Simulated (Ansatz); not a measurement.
# Phonons of LiF (rock salt, Fm-3m) at temperature

Method: the stochastic self-consistent harmonic approximation in a 3×3×3 supercell, Ansatz (a quantum-chemistry and plane-wave program), LDA functional, plane-wave PAW. The cell is fixed at its relaxed static size. Melting and transitions to other phases are not modelled. An odd repeat of the supercell leaves out some zone-boundary points, where instabilities often lie. Frequencies in cm⁻¹ at q = (0.00, 0.00, 0.33) (fractions of the primitive reciprocal vectors), each column in ascending order, rows equal in every column written once; i marks an imaginary mode. The auxiliary (Gaussian) frequencies are positive by construction; the free-energy Hessian decides stability.

```tsv
harmonic	Gaussian 300 K	Hessian 300 K	Gaussian 600 K	Hessian 600 K
193	205	191	212	189
327	344	336	350	334
327	359	336	376	334
336	359	337	376	337
640	656	643	665	642
```

```
Property                                                                      Result
-------------------------------------------------------------------  ---------------
pressure at 300 K in this cell                                       3.09 ± 0.01 GPa
pressure at 600 K in this cell                                       5.04 ± 0.01 GPa
pressure near 300 K by path-integral sampling of the fitted surface         3.18 GPa
pressure near 600 K by path-integral sampling of the fitted surface         5.33 GPa
static pressure                                                             0.00 GPa
```

Over all wave vectors of the supercell the softest harmonic mode is 193 cm⁻¹ at q = (0.00, 0.00, 0.33); the softest of the Hessian is 191 cm⁻¹ at q = (0.00, 0.00, 0.33) at 300 K (error under 1; the run's verdict: stable), 189 cm⁻¹ at q = (0.00, 0.00, 0.33) at 600 K (error under 1; the run's verdict: stable).
